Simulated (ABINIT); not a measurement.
Band structure of MgF2 (Amm2, 3 atoms in the cell).

```
CELL_PARAMETERS angstrom
      3.24485     0.00000     0.00000
      0.00000     1.41536     3.49563
      0.00000    -1.41536     3.49563
ATOMIC_POSITIONS crystal
  Mg 0.50000 0.01288 0.01288
  F  0.00000 0.56224 0.56224
  F  0.50000 0.29988 0.29988
```

Computed with LDA (PW92), PAW (JTH v2.0 LDA PAW) (plane waves; ABINIT).

Settings: pseudos = [Mg.LDA_PW-JTH.xml, F.LDA_PW-JTH.xml]; ecut = 24 Ha; pawecutdg = 48 Ha; pawxcdev = 0; occopt = 1; ngkpt = 7 8 8; nshiftk = 1; shiftk = 0 0 0; potentials = JTH v2.0 LDA PAW; kptopt = 1; nstep = 60; tolvrs1 = 1e-12; ndtset = 2.

The starting cell comes from a database of computed structures (which also holds hypothetical and non-ambient phases and stackings), without a prior relaxation at this level.

**Question.** Predict the gap along the standard path and the places of the band edges.

**Answer.** The gap along the path is 5.29 eV, from T to Γ; the smallest direct gap on it is 5.85 eV.

Levels in eV from the top of the valence band on the SCF mesh, bands 9 to 16:
```csv
point,9,10,11,12,13,14,15,16
Γ,-1.60,-1.24,-0.65,-0.52,5.33,11.07,15.23,17.36
X,-2.46,-2.44,-0.94,-0.84,10.14,11.08,13.27,16.10
S,-2.49,-2.29,-0.85,-0.74,10.17,10.79,13.80,16.10
R,-2.70,-2.13,-1.65,-0.52,11.03,11.56,13.39,15.50
A,-2.87,-2.45,-1.35,-0.29,11.25,11.99,13.44,15.13
Z,-2.09,-1.59,-1.50,-1.19,9.62,9.64,16.02,16.08
Y,-1.98,-1.98,-1.22,-0.82,8.42,9.70,13.97,17.52
X1,-2.46,-2.44,-0.94,-0.84,10.14,11.08,13.27,16.10
A1,-2.87,-2.45,-1.35,-0.29,11.25,11.99,13.44,15.13
T,-1.62,-1.18,-1.04,0.03,10.21,11.63,12.28,13.51
```
